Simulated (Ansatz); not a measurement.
## CdS under a change: uniaxial strain ε_zz = −1.00 %

The parent structure is CdS in the zinc blende structure (space group F-43m, No. 216; a = 5.757 Å). Axes: x, y, z lie along the cube axes.

Modification: the cell is compressed by 1.00 % along z with no lateral relaxation; the atoms relax in the strained cell.

The values are results of DFT with LDA, PAW potentials and a 420 eV plane-wave cutoff in Ansatz (a program for electronic structure), no spin-orbit coupling, not measurements. Γ-centred 10×10×10 mesh, Fermi–Dirac width 0.05 eV.

```csv
quantity,base,changed,shift
space group,F-43m (No. 216),I-4m2 (No. 119),–
energy relative to the base (free energy F),0 meV/atom,+0.6 meV/atom,+0.6 meV/atom
"pressure (mean of the normal stresses, compression positive)",0.00 GPa,0.70 GPa,+0.70 GPa
band gap,0.95 eV,0.95 eV,0.00 eV
gap character,direct at Γ,direct at Γ,–
electron mass,0.10 mₑ (at Γ),0.11 mₑ (at Γ),–
"valence-band top at Γ (three highest levels, from the VBM)","0.00, 0.00, 0.00 eV","0.00, -0.03, -0.03 eV",–
"stress (xx, yy, zz, yz, xz, xy; compression positive)",–,"(0.63, 0.63, 0.82, 0.00, 0.00, 0.00) GPa",–
```

Final structure:

```yaml
crystal:
  lattice:
    - [0.00000, 2.87831, 2.84952]
    - [2.87831, 0.00000, 2.84952]
    - [2.87831, 2.87831, 0.00000]
  atoms:
    - { symbol: Cd, position: [0.00000, 0.00000, 0.00000] }
    - { symbol: S, position: [0.25000, 0.25000, 0.25000] }
```

Cost of the whole job for the changed cell (relaxation, final SCF and bands): about 30 core-seconds (a rough figure).

Masses are band curvatures over ±0.01 Å⁻¹ around the edge. Whether these cells are dynamically stable was not tested. Labels are those of the standard path for the cell's own space group.
